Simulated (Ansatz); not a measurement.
Start from GaN in the wurtzite structure (space group P6_3mc, No. 186; a = 3.1826 Å, c = 5.1854 Å). Axes: x lies along a and z along c of the hexagonal cell.

Level of theory: PBEsol in Ansatz (plane waves to 420 eV, PAW, no SOC).

For the base:

Pressure: 0.00 GPa
Gap character: direct at Γ

Modification: the cell is compressed by 2.40 % along z with no lateral relaxation; the atoms relax in the strained cell.

Task: What does the calculation give for the pressure, hole mass and gap character after the change?

Result: The pressure (mean of the normal stresses, compression positive) goes from zero to 4.83 GPa; the hole mass comes out as 0.15 mₑ along z, 2.1 mₑ across (at Γ); the gap character stays direct at Γ.

Masses are band curvatures over ±0.01 Å⁻¹ around the edge. Whether these cells are dynamically stable was not tested.

Ansatz is a first-principles code.
